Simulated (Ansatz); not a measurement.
```
CELL_PARAMETERS angstrom
     31.00000     0.00000     0.00000
      0.00000    31.00000     0.00000
      0.00000     0.00000     3.30171
ATOMIC_POSITIONS crystal
  P  0.82746 0.51838 0.00000
  P  0.82106 0.56700 0.50000
  P  0.74850 0.57755 0.50000
  P  0.73055 0.62088 0.00000
  P  0.77440 0.67964 0.00000
  P  0.74454 0.71855 0.50000
  P  0.67643 0.69141 0.50000
  P  0.63922 0.71996 0.00000
  P  0.64781 0.79277 0.00000
  P  0.60250 0.81154 0.50000
  P  0.55709 0.75398 0.50000
  P  0.51059 0.76010 0.00000
  P  0.48162 0.82746 0.00000
  P  0.43300 0.82106 0.50000
  P  0.42245 0.74850 0.50000
  P  0.37912 0.73055 0.00000
  P  0.32036 0.77440 0.00000
  P  0.28145 0.74454 0.50000
  P  0.30859 0.67643 0.50000
  P  0.28004 0.63922 0.00000
  P  0.20723 0.64781 0.00000
  P  0.18846 0.60250 0.50000
  P  0.24602 0.55709 0.50000
  P  0.23990 0.51059 0.00000
  P  0.17254 0.48162 0.00000
  P  0.17894 0.43300 0.50000
  P  0.25150 0.42245 0.50000
  P  0.26945 0.37912 0.00000
  P  0.22560 0.32036 0.00000
  P  0.25546 0.28145 0.50000
  P  0.32357 0.30859 0.50000
  P  0.36078 0.28004 0.00000
  P  0.35219 0.20723 0.00000
  P  0.39750 0.18846 0.50000
  P  0.44291 0.24602 0.50000
  P  0.48941 0.23990 0.00000
  P  0.51838 0.17254 0.00000
  P  0.56700 0.17894 0.50000
  P  0.57755 0.25150 0.50000
  P  0.62088 0.26945 0.00000
  P  0.67964 0.22560 0.00000
  P  0.71855 0.25546 0.50000
  P  0.69141 0.32357 0.50000
  P  0.71996 0.36078 0.00000
  P  0.79277 0.35219 0.00000
  P  0.81154 0.39750 0.50000
  P  0.75398 0.44291 0.50000
  P  0.76010 0.48941 0.00000
```

These are PBE (plane waves to 420 eV, PAW; Ansatz, a first-principles code) values and carry that method's errors. Mesh 1×1×10. No spin polarisation. Periodic along z alone, with about 11 Å of vacuum beside it. A hypothetical model, rolled from the flat sheet. Only distortions within the start's symmetry and period were free.

Q: Tabulate the two highest filled and two lowest empty levels along the axis, from the valence top.

A: 
| k (2π/c) | v2 (eV) | v1 (eV) | c1 (eV) | c2 (eV) |
|---|---|---|---|---|
| 0.000 | -0.36 | 0.00 | 0.58 | 0.92 |
| 0.042 | -0.35 | 0.00 | 0.60 | 0.94 |
| 0.083 | -0.34 | -0.01 | 0.65 | 0.97 |
| 0.125 | -0.36 | -0.06 | 0.75 | 1.02 |
| 0.167 | -0.40 | -0.15 | 0.88 | 1.09 |
| 0.208 | -0.48 | -0.28 | 1.04 | 1.16 |
| 0.250 | -0.62 | -0.47 | 1.01 | 1.10 |
| 0.292 | -0.81 | -0.70 | 0.90 | 1.04 |
| 0.333 | -1.03 | -0.98 | 0.91 | 1.07 |
| 0.375 | -1.28 | -1.28 | 0.96 | 0.96 |
| 0.417 | -1.34 | -1.34 | 0.81 | 0.81 |
| 0.458 | -1.40 | -1.40 | 0.75 | 0.75 |
| 0.500 | -1.43 | -1.43 | 0.76 | 0.76 |
